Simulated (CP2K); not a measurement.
Worked example: self-consistent single point of TiNi (Pm-3m, 2 atoms in the cell) in CP2K.

Method: PBEsol, GPW, TZVP-MOLOPT-SR-GTH basis, GTH-PBE potentials (GTH_POTENTIALS) (CP2K).

```yaml
crystal:
  lattice:
    - [2.96088, 0.00000, 0.00000]
    - [0.00000, 2.96088, 0.00000]
    - [0.00000, 0.00000, 2.96088]
  atoms:
    - { symbol: Ti, position: [0.50000, 0.50000, 0.50000] }
    - { symbol: Ni, position: [0.00000, 0.00000, 0.00000] }
```

Reference input (self-consistent single point, DFT LDA (Pade form), GPW, TZVP-MOLOPT-SR-GTH basis, GTH-PADE potentials (GTH_POTENTIALS)): CUTOFF = 600 Ry; REL_CUTOFF = 50 Ry; SMEAR/METHOD = GAUSSIAN; SIGMA = 0.1 eV; KPOINTS/SCHEME = MONKHORST-PACK 9 9 9; XC_FUNCTIONAL = PADE; Ti/BASIS_SET = TZVP-MOLOPT-SR-GTH-q12; Ti/POTENTIAL = GTH-PADE-q12; Ni/BASIS_SET = TZVP-MOLOPT-SR-GTH-q18; Ni/POTENTIAL = GTH-PADE-q18; METHOD = GPW; EPS_DEFAULT = 1e-10. This run's input differs from it in these lines:

```diff
@@ -43,3 +43,6 @@
     &XC
-      &XC_FUNCTIONAL PADE
+      &XC_FUNCTIONAL
+        &PBE
+          PARAMETRIZATION PBESOL
+        &END PBE
       &END XC_FUNCTIONAL
@@ -75,3 +78,3 @@
       BASIS_SET TZVP-MOLOPT-SR-GTH-q12
-      POTENTIAL GTH-PADE-q12
+      POTENTIAL GTH-PBE-q12
     &END KIND
@@ -79,3 +82,3 @@
       BASIS_SET TZVP-MOLOPT-SR-GTH-q18
-      POTENTIAL GTH-PADE-q18
+      POTENTIAL GTH-PBE-q18
     &END KIND
```

Log, with long lists cut:

```
 SCF WAVEFUNCTION OPTIMIZATION

  Step     Update method      Time    Convergence         Total energy    Change
     1 NoMix/Diag. 0.20E+00      -     1.08710048      -228.0084078259 -2.28E+02
     2 Broy./Diag. 0.20E+00      -     0.12604176      -226.0419945189  1.97E+00
     3 Broy./Diag. 0.20E+00      -     0.03309343      -228.4350407387 -2.39E+00
     4 Broy./Diag. 0.20E+00      -     0.06187275      -227.7948460076  6.40E-01
     5 Broy./Diag. 0.20E+00      -     0.01648969      -227.1001430665  6.95E-01
     6 Broy./Diag. 0.20E+00      -     0.02105424      -227.3566912264 -2.57E-01
   [... 5 lines left out ...]
    12 Broy./Diag. 0.20E+00      -     0.00002628      -227.2279469022 -1.48E-03
    13 Broy./Diag. 0.20E+00      -     0.00000406      -227.2276735704  2.73E-04
    14 Broy./Diag. 0.20E+00      -     0.00000205      -227.2277004526 -2.69E-05
    15 Broy./Diag. 0.20E+00      -     0.00000007      -227.2277077948 -7.34E-06
  *** SCF run converged in    15 steps ***

  Overlap energy of the core charge distribution:               0.00000000000000
  Self energy of the core charge distribution:               -368.03825765867180
  Core Hamiltonian energy:                                     99.97858049994863
  Hartree energy:                                              64.77581330665048
  Exchange-correlation energy:                                -23.94316260749202
  Smearing free energy correction:                             -0.00068133517886
  Fermi energy:                                                 0.47978881694285

  Total energy:                                              -227.22770779483562
  Total energy (extrapolated to sigma->0):                   -227.22736712724620

                     Mulliken Population Analysis

   [... lines left out ...]

 STRESS| Analytical stress tensor [bar]
 STRESS|                        x                   y                   z
 STRESS|      x        2.07960189894E+04   2.33331017332E-02   2.33330913382E-02
 STRESS|      y        2.33331017332E-02   2.07960189891E+04   2.33330897371E-02
 STRESS|      z        2.33330913382E-02   2.33330897371E-02   2.07958943680E+04
 STRESS| 1/3 Trace                                             2.07959774488E+04
```

The run converged in 15 iterations. Against the reference run the pressure goes from -4.82 to 2.08 GPa.

The starting cell comes from a database of computed structures (which also holds hypothetical and non-ambient phases and stackings), without a prior relaxation at this level. Its lattice was rescaled by a random factor within 2.5 % of one. Spin polarisation is off. Values carry the incompleteness of an atom-centred basis. The potentials were made for another functional than the one used.

Cost on one core of a shared machine: roughly 3 min.
